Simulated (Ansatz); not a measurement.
## BN, pressure series

Take BN in the zinc blende structure (space group F-43m, No. 216; a = 3.6247 Å) as the base.

Cell and atoms are relaxed at each pressure.

Computed with PBE in Ansatz (plane waves to 420 eV, PAW, scalar-relativistic without spin-orbit coupling).

```csv
change,band gap,electron mass,volume per atom
base,4.46 eV,"0.91 mₑ along k, 0.30 mₑ across (at X)",5.95 Å³
pressure −2 GPa,4.46 eV,"0.92 mₑ along k, 0.30 mₑ across (at X)",5.99 Å³
pressure −1 GPa,4.46 eV,"0.92 mₑ along k, 0.30 mₑ across (at X)",5.97 Å³
pressure 0.3 GPa,4.46 eV,"0.91 mₑ along k, 0.30 mₑ across (at X)",5.95 Å³
pressure 0.7 GPa,4.46 eV,"0.91 mₑ along k, 0.30 mₑ across (at X)",5.94 Å³
pressure 1.5 GPa,4.47 eV,"0.91 mₑ along k, 0.30 mₑ across (at X)",5.93 Å³
pressure 3 GPa,4.47 eV,"0.91 mₑ along k, 0.30 mₑ across (at X)",5.91 Å³
pressure 5 GPa,4.48 eV,"0.91 mₑ along k, 0.30 mₑ across (at X)",5.88 Å³
pressure 7.5 GPa,4.48 eV,"0.91 mₑ along k, 0.30 mₑ across (at X)",5.84 Å³
pressure 10 GPa,4.49 eV,"0.90 mₑ along k, 0.30 mₑ across (at X)",5.80 Å³
```

Load acts through the strain it causes; cell and atoms are relaxed under it. Effective masses come from finite differences of ±0.01 Å⁻¹. Along k means along the line from Γ to the band edge. Stability against distortions was not tested. No other phases were tried under pressure.

Ansatz is a quantum-chemistry and plane-wave program.
